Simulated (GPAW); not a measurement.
A self-consistent single point of YCo2B2C (I4/mmm, 6 atoms in the cell) with GPAW

Computed with PBEsol, GPAW PAW datasets PBEsol (made by gpaw-setup) (plane waves; GPAW).

The input file:

```python
from ase import Atoms
from ase.units import GPa
from gpaw import GPAW, PW, FermiDirac

atoms = Atoms(['Y', 'Co', 'Co', 'B', 'B', 'C'],
              cell=[[-1.768860, 1.768860, 5.186130],
                    [1.768860, -1.768860, 5.186130],
                    [1.768860, 1.768860, -5.186130]],
              scaled_positions=[[0.500000, 0.500000, 0.000000],
                                [0.750000, 0.250000, 0.500000],
                                [0.250000, 0.750000, 0.500000],
                                [0.145470, 0.145470, 0.000000],
                                [0.854530, 0.854530, 0.000000],
                                [0.000000, 0.000000, 0.000000]],
              pbc=True)

atoms.set_initial_magnetic_moments([0.0, 3.0, 3.0, 0.0, 0.0, 0.0])

calc = GPAW(spinpol=True,
            mode=PW(900),
            xc='PBEsol',
            kpts=(7, 7, 7),
            occupations=FermiDirac(0.1),
            nbands=-12,
            convergence={'density': 1e-05},
            symmetry={'symmorphic': False, 'tolerance': 0.0005},
            maxiter=150)

atoms.calc = calc

energy = atoms.get_potential_energy()
print('Energy (eV):', round(energy, 6))
forces = atoms.get_forces()
print('Forces (eV/Ang):')
print(forces.round(5))
stress = atoms.get_stress()
print('Stress (GPa, Voigt):', (stress / GPa).round(4))
```

Output (repeated stretches shortened):

```
Input parameters:
  convergence: {density: 1e-05}
  kpts: [7 7 7]
  maxiter: 150
  mode: {ecut: 900.0000000000001,
         name: pw}
  nbands: -12
  occupations: {fixmagmom: False,
                name: fermi-dirac,
                width: 0.1}
  spinpol: True
  symmetry: {symmorphic: False,
             tolerance: 0.0005}
  xc: PBEsol

species:
  Y:
    name: Yttrium
    Z: 39.0
    valence: 11
    core: 28
    charge: 0.0
    file: Y.PBEsol.gz

    # Using partial waves for Y as LCAO basis

  Co:
    name: Cobalt
    Z: 27.0
    valence: 9
    core: 18
    charge: 0.0
    file: Co.PBEsol.gz

    # Using partial waves for Co as LCAO basis

  B:
    name: Boron
    Z: 5.0
    valence: 3
    core: 2
    charge: 0.0
    file: B.PBEsol.gz

    # Using partial waves for B as LCAO basis

  C:
    name: Carbon
    Z: 6.0
    valence: 4
    core: 2
    charge: 0.0
    file: C.PBEsol.gz

    # Using partial waves for C as LCAO basis

Reference energy: -170129.836363  # eV

Spin-polarized calculation.
Initial magnetic moment: 6.000000

Convergence criteria:
 Maximum [total energy] change in last 3 cyles: 0.0005 eV / valence electron
 Maximum integral of absolute [dens]ity change: 1e-05 electrons / valence electron
 Maximum integral of absolute [eigenst]ate change: 4e-08 eV^2 / valence electron
 Maximum number of scf [iter]ations: 150

Symmetries present (total): 16
Symmetries with fractional translations: 0
343 k-points: 7 x 7 x 7 Monkhorst-Pack grid
40 k-points in the irreducible part of the Brillouin zone
       k-points in crystal coordinates                weights
   0:     0.00000000    0.00000000    0.00000000          1/343
   1:     0.14285714   -0.14285714    0.00000000          4/343
   2:     0.14285714   -0.14285714    0.14285714          4/343
   [... 7 lines left out ...]
          ...
  39:     0.42857143    0.42857143    0.42857143          8/343

Wave functions: Plane wave expansion
  Cutoff energy: 900.000 eV
  Number of coefficients (min, max): 3970, 4017
  Pulay-stress correction: 0.000000 eV/Ang^3 (de/decut=0.000000)

Occupation numbers: Fermi-Dirac:
  width: 0.1000  # eV

Eigensolver

Densities:
  Coarse grid: 40*40*40 grid
  Fine grid: 80*80*80 grid
  Total Charge: 0.000000

Density mixing:
  Method: difference
  Backend: pulay
  Linear mixing parameter: 0.05
  old densities: 5
  Damping of long wavelength oscillations: 50

Hamiltonian:
  XC and Coulomb potentials evaluated on a 80*80*80 grid
  External potential:
    NoExternalPotential

XC parameters: PBEsol with 2 nearest neighbor stencil

Number of atoms: 6
Number of atomic orbitals: 43
Number of bands in calculation: 34
Number of valence electrons: 39
Bands to converge: occupied

Density initialized from atomic densities
  34 bands from LCAO basis set

Atomic positions and initial magnetic moments

Positions:
   0 Y      0.000000    0.000000    5.186130    ( 0.0000,  0.0000,  0.0000)
   1 Co     0.000000    1.768860    2.593065    ( 0.0000,  0.0000,  3.0000)
   2 Co     1.768860    0.000000    2.593065    ( 0.0000,  0.0000,  3.0000)
   3 B      0.000000   -0.000000    1.508853    ( 0.0000,  0.0000,  0.0000)
   4 B      0.000000   -0.000000    8.863407    ( 0.0000,  0.0000,  0.0000)
   5 C      0.000000    0.000000    0.000000    ( 0.0000,  0.0000,  0.0000)

Unit cell:
           periodic     x           y           z      points  spacing
  1. axis:    yes   -1.768860    1.768860    5.186130    40     0.0837
  2. axis:    yes    1.768860   -1.768860    5.186130    40     0.0837
  3. axis:    yes    1.768860    1.768860   -5.186130    40     0.0625

  Lengths:   5.757923   5.757923   5.757923
  Angles:  144.218314 144.218314  51.500962

Effective grid spacing dv^(1/3) = 0.1005

     iter     time        total  log10-change:  magmom
                         energy   eigst   dens
iter:   1 --:--:--   -50.761922                   +6.0149
iter:   2 --:--:--   -50.838330   -1.05  -1.07    +3.9358
iter:   3 --:--:--   -50.565062   -1.42  -1.13    +0.1931
iter:   4 --:--:--   -49.838215   -1.39  -1.28    +0.8506
iter:   5 --:--:--   -49.800815   -2.53  -1.63    +1.2438
iter:   6 --:--:--   -50.180716   -1.41  -1.69    +1.0023
iter:   7 --:--:--   -49.741891   -2.04  -1.55    +1.3587
iter:   8 --:--:--   -49.621967   -2.62  -2.10    +2.0407
iter:   9 --:--:--   -49.875299   -2.28  -2.07    +0.7510
iter:  10 --:--:--   -49.809826   -2.43  -1.94    +0.2671
iter:  11 --:--:--   -49.804687   -3.56  -2.48    +0.2955
iter:  12 --:--:--   -49.804686c  -4.30  -2.77    +0.3206
iter:  13 --:--:--   -49.805022c  -5.22  -2.79    +0.2942
iter:  14 --:--:--   -49.804509c  -4.70  -2.76    +0.2599
iter:  15 --:--:--   -49.803550c  -4.37  -2.82    +0.2015
iter:  16 --:--:--   -49.803715c  -4.26  -2.93    +0.1259
iter:  17 --:--:--   -49.803393c  -4.99  -3.01    +0.1005
iter:  18 --:--:--   -49.802863c  -4.60  -3.06    +0.0524
iter:  19 --:--:--   -49.802894c  -5.04  -3.69    +0.0187
iter:  20 --:--:--   -49.802886c  -5.83  -3.69    +0.0092
iter:  21 --:--:--   -49.802919c  -6.46  -3.75    +0.0067
iter:  22 --:--:--   -49.802928c  -7.06  -3.82    +0.0047
iter:  23 --:--:--   -49.802942c  -6.34  -3.86    +0.0043
iter:  24 --:--:--   -49.802959c  -7.62c -4.20    +0.0032
iter:  25 --:--:--   -49.802971c  -8.09c -4.25    +0.0032
iter:  26 --:--:--   -49.802972c  -7.95c -4.36    +0.0031
iter:  27 --:--:--   -49.802968c  -8.35c -4.52    +0.0029
iter:  28 --:--:--   -49.802965c  -8.41c -4.69    +0.0022
iter:  29 --:--:--   -49.802964c  -7.88c -4.80    +0.0006
iter:  30 --:--:--   -49.802962c  -8.31c -4.86    +0.0002
iter:  31 --:--:--   -49.802961c  -9.54c -5.30c   +0.0001

Converged after 31 iterations.

Dipole moment: (0.000000, -0.000000, -0.000000) |e|*Ang

Total magnetic moment: (0.000000, 0.000000, 0.000133)
Local magnetic moments:
   0 Y  ( 0.000000,  0.000000, -0.000004)
   1 Co ( 0.000000,  0.000000,  0.000083)
   2 Co ( 0.000000,  0.000000,  0.000083)
   3 B  ( 0.000000,  0.000000, -0.000003)
   4 B  ( 0.000000,  0.000000, -0.000003)
   5 C  ( 0.000000,  0.000000,  0.000001)

Energy contributions relative to reference atoms: (reference = -170129.836363)

Kinetic:        +33.636830
Potential:      -29.361223
External:        +0.000000
XC:             -53.688439
Entropy (-ST):   -0.139747
Local:           -0.320255
SIC:             +0.000000
--------------------------
Free energy:    -49.872835
Extrapolated:   -49.802961

Spin contamination: 0.000036 electrons
Showing only first 2 kpts
                      Up                     Down
 Kpt  Band  Eigenvalues  Occupancy  Eigenvalues  Occupancy
  0    17      9.37671    0.64092      9.37670    0.64093
  0    18      9.59161    0.17227      9.59169    0.17214
  0    19      9.65191    0.10223      9.65196    0.10218
  0    20      9.65191    0.10223      9.65196    0.10218

  1    17      9.14090    0.94967      9.14092    0.94966
  1    18      9.22900    0.88659      9.22908    0.88651
  1    19      9.35333    0.69279      9.35342    0.69259
  1    20     10.60951    0.00001     10.60958    0.00001

Fermi level: 9.43464

No gap
No difference between direct/indirect transitions
Energy (eV): -49.802961

Forces in eV/Ang:
  0 Y    -0.00000    0.00000    0.00000
  1 Co    0.00000   -0.00000    0.00000
  2 Co   -0.00000   -0.00000    0.00000
  3 B     0.00000    0.00000    0.09636
  4 B     0.00000   -0.00000   -0.09636
  5 C    -0.00000   -0.00000   -0.00000

Stress tensor:
     0.047530     0.000000    -0.000000
     0.000000     0.047530     0.000000
    -0.000000     0.000000     0.033303
Stress (GPa, Voigt): [ 7.6151  7.6151  5.3357  0.     -0.      0.    ]
```

The run converged in 31 iterations. GPAW prints stress with tension positive.

At such cutoffs GPAW's stress carries a finite-basis (Pulay) error, which enters relaxed cells too; its log prints stress with tension positive.

The starting cell comes from a database of computed structures (which also holds hypothetical and non-ambient phases and stackings), without a prior relaxation at this level. The starting moments vanished: the run ended non-magnetic, which need not be the lowest state.

Cost on one core of a shared machine: roughly 5 min.
